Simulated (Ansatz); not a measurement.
We consider CaO (model structure, started from the CsCl type, Pm-3m, No. 221, 2 atoms in the cell; like a known high-pressure phase), described by HSE06 (Ansatz, a first-principles code, PAW).

Settings: plane-wave cutoff 460 eV, 8×8×8 k mesh, Fermi–Dirac smearing 0.01 eV, scalar-relativistic PAW data made under PBE.

Cell (relaxed with PBEsol):

```cif
data_CaO
_chemical_formula_sum 'Ca1 O1'
_space_group_name_H-M_alt 'P 1'
_space_group_IT_number 1
_cell_length_a 2.88821
_cell_length_b 2.88821
_cell_length_c 2.88821
_cell_angle_alpha 90.000
_cell_angle_beta 90.000
_cell_angle_gamma 90.000
loop_
_space_group_symop_operation_xyz
  'x, y, z'
loop_
_atom_site_label
_atom_site_type_symbol
_atom_site_fract_x
_atom_site_fract_y
_atom_site_fract_z
_atom_site_occupancy
Ca1 Ca 0.00000 0.00000 0.00000 1
O1 O 0.50000 0.50000 0.50000 1
```

Task: Give the computed band gap and smallest direct gap on the k points sampled.

Result: 
* **band gap**: 4.48 eV (on the SCF k mesh) (indirect)
* **smallest direct gap on the k points sampled**: 4.82 eV

Note: cell and atoms aren't relaxed at this level (pressure 2.4 GPa).

The result took roughly 50 core-seconds.

A model structure was made by putting elements into a prototype or built by hand; it is no filed structure, need not be a known phase, and can be a saddle point held by its symmetry.
